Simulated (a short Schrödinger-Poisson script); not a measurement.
System: gated Al0.25Ga0.75As/GaAs modulation-doped gas, at 20 K.

| layer | material | thickness (nm) | Nd (cm⁻³) | Na (cm⁻³) |
|---|---|---|---|---|
| 1 | Al0.25Ga0.75As | 8 | - | - |
| 2 | Al0.25Ga0.75As | 10 | 1.8e18 | - |
| 3 | Al0.25Ga0.75As | 3 | - | - |
| 4 | GaAs | 6000 | - | 7e14 |

The device is made up for the run: typed textbook-type constants, with dimensions and the other settings drawn at random. Al0.25Ga0.75As: permittivity 12.19, conduction-band edge (eV) 0.198, gap (eV) 1.736, electron mass (mₑ) 0.0878, Nv at 300 K (cm⁻³) 9e18. GaAs: permittivity 12.9, conduction-band edge (eV) 0, gap (eV) 1.424, Nv at 300 K (cm⁻³) 9e18.

Channel valleys (confinement mass, in-plane density-of-states mass, number): Γ 0.067, 0.067, 1. At the gate the conduction-band edge of layer 1 lies 0.95 eV − eVg above the Fermi level of the channel; the field vanishes at the back. Donor level 0.05 eV below the band edge. The barrier under the gate holds no holes. Gaps are held at their typed values at every temperature. Mesh 0.08 nm at interfaces.

Solved with a short Schrödinger-Poisson script written for these runs: 1D Poisson equation in equilibrium, electrons quantum, Hartree plus LDA exchange-correlation (BenDaniel-Duke, 40 states a valley, the channel's in-plane mass for all, wave functions free to enter the barrier), parabolic valleys, classical holes, donors ionised by Fermi statistics, acceptors fully, no traps, pinning or gate leakage.

The same stack at other levels of the model or other numerical settings:

| run | sheet density of all electrons at Vg = 0.5 V (cm⁻²) | capacitance at Vg = 0.5 V (μF/cm²) | centroid of the channel electrons at Vg = 0.5 V (nm) | rough cost against the base |
|---|---|---|---|---|
| base | 9.20e10 | 0.393 | 7.95 | about 1 |
| electrons treated as classical, Boltzmann | 1.54e11 | 0.489 | 0.84 | 0.05 |
| electrons treated as classical, Fermi-Dirac | 1.11e11 | 0.376 | 3.18 | 0.2 |
| electrons treated as quantum, Hartree | 8.04e10 | 0.374 | 8.22 | about 1 |
| mesh six times as coarse | 9.20e10 | 0.393 | 7.94 | 0.3 |
| one subband a valley | 9.20e10 | 0.393 | 7.95 | 0.3 |

The classical rows ignore confinement, and Boltzmann statistics overrate the density once the band edge passes the Fermi level.
